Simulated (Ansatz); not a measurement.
TiSi2: pressure series

The parent structure is TiSi$_{2}$ (space group Fddd, No. 70).

```
CELL_PARAMETERS angstrom
      0.00000     4.09012     4.24970
      2.38007     0.00000     4.24970
      2.38007     4.09012     0.00000
ATOMIC_POSITIONS crystal
  Si 0.66373 0.33627 0.66373
  Si 0.33627 0.66373 0.33627
  Si 0.58627 0.91373 0.58627
  Si 0.91373 0.58627 0.91373
  Ti 0.00000 0.00000 0.00000
  Ti 0.25000 0.25000 0.25000
```

Cell and atoms are relaxed at each pressure.

The values are results of PBEsol (Ansatz, a first-principles code), no spin-orbit coupling, earlier PAW set, not measurements.

Notes on the quantities. enthalpy: H = E + PV relative to the base's energy.

| variant | enthalpy | density | shortest interatomic distance |
|---|---|---|---|
| base | – | 4.18 g/cm³ | 2.516 Å |
| pressure 0.3 GPa | +0.03 eV/atom | 4.18 g/cm³ | 2.515 Å |
| pressure 0.7 GPa | +0.06 eV/atom | 4.20 g/cm³ | 2.513 Å |
| pressure 1.5 GPa | +0.13 eV/atom | 4.22 g/cm³ | 2.510 Å |

Load acts through the strain it causes; cell and atoms are relaxed under it. Whether these cells are dynamically stable was not tested. The final runs are not spin-polarised.
